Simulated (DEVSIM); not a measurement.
Device: Ru/SiO2/p-GaAs capacitor, at 300 K.

Layer 1 from the left is SiO2, thickness (nm) 3.30. Layer 2 from the left is GaAs, thickness (nm) 1700, Na (cm⁻³) 3e17.

Metal gate on the left, work function 4.7 eV. Fixed charge at the semiconductor interface -3.9e10 cm⁻² (in units of +e); no interface traps.

This is a model device: material constants are rounded textbook-type values typed into the input, and sizes, dopings and lifetimes were drawn at random. Values at 300 K.

SiO2: gap (eV) 9, affinity (eV) 0.9, permittivity 3.9. GaAs: gap (eV) 1.424, affinity (eV) 4.07, permittivity 12.9, Nc (cm⁻³) 4.7e17, Nv (cm⁻³) 9e18.

Simulated with DEVSIM: 1D Poisson equation in equilibrium, Boltzmann statistics, complete ionisation; no quantum confinement or tunnelling. Metal contacts follow the ideal Schottky-Mott rule: no Fermi-level pinning, no interface dipoles.

Q: What does the simulation give for the threshold voltage (band bending 2φF), the flat-band voltage, the minimum of the low-frequency capacitance?

A: threshold voltage (band bending 2φF) 0.99 V; flat-band voltage -0.70 V; minimum of the low-frequency capacitance 0.136 μF/cm².
